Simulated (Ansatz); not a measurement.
We consider Cs2PdI6 (Fm-3m, No. 225, 9 atoms in the cell), described by r²SCAN (plane waves, PAW; Ansatz, a quantum-chemistry and plane-wave program).

Settings: plane-wave cutoff 560 eV, 10×10×10 k mesh, Fermi–Dirac smearing 0.05 eV, scalar-relativistic PAW data made under PBE.

Cell (relaxed with PBEsol):

```xyz
9
Lattice="0.0000 5.5912 5.5912 5.5912 0.0000 5.5912 5.5912 5.5912 0.0000" Properties=species:S:1:pos:R:3 pbc="T T T"
Cs     8.3869     8.3869     8.3869
Cs     2.7956     2.7956     2.7956
Pd     0.0000     0.0000     0.0000
I      8.4957     5.5912     5.5912
I      2.6867     5.5912     5.5912
I      5.5912     8.4957     5.5912
I      5.5912     2.6867     5.5912
I      5.5912     5.5912     8.4957
I      5.5912     5.5912     2.6867
```

Estimate the band gap, smallest direct gap on the k points sampled and direct gap at Γ that the calculation returns.


* **band gap**: 0.02 eV (under three smearing widths, so not firm)
* **smallest direct gap on the k points sampled**: 0.06 eV (under three smearing widths, so not firm)
* **direct gap at Γ**: 1.36 eV

Note: the run has no spin polarisation, so it can have missed a magnetic state; cell and atoms aren't relaxed at this level (largest force component 0.15 eV/Å, pressure 1.6 GPa).

Spin–orbit coupling is not included; it can close the smallest gap of 0.02 eV.

It cost very roughly 4 core-minutes of CPU time.
